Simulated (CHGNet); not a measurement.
Fluorite PbF2 (high-temperature phase)

All values below come from the machine-learned potential CHGNet-r²SCAN (trained on r²SCAN data).

Cell (relaxed at this level):

```xyz
3
Lattice="0.0000 2.9580 2.9580 2.9580 0.0000 2.9580 2.9580 2.9580 0.0000" Properties=species:S:1:pos:R:3 pbc="T T T"
Pb     0.0000     0.0000     0.0000
F      1.4790     1.4790     1.4790
F      4.4370     4.4370     4.4370
```

```
Property                            Result
---------------------------  -------------
lattice parameter a                5.916 Å
equilibrium volume per atom  17.25 Å³/atom
```

Measured, for comparison: lattice constant a 5.94 Å, equilibrium volume per atom 17.46 Å³/atom (temperature not stated, no zero-point or thermal correction; as tabulated in Cadelano and Cappellini (2011), arXiv:1107.5962). Computed (rounded) less measured: lattice constant a -0.4 %, equilibrium volume per atom -1.2 %. A static lattice is as a rule a little smaller and stiffer than an uncorrected measurement, which narrows the difference in the lattice constant a, equilibrium volume per atom and would widen misses of the other sign.

A machine-learned potential is trained on density-functional data: it inherits that level's misses and adds fitting errors of its own.
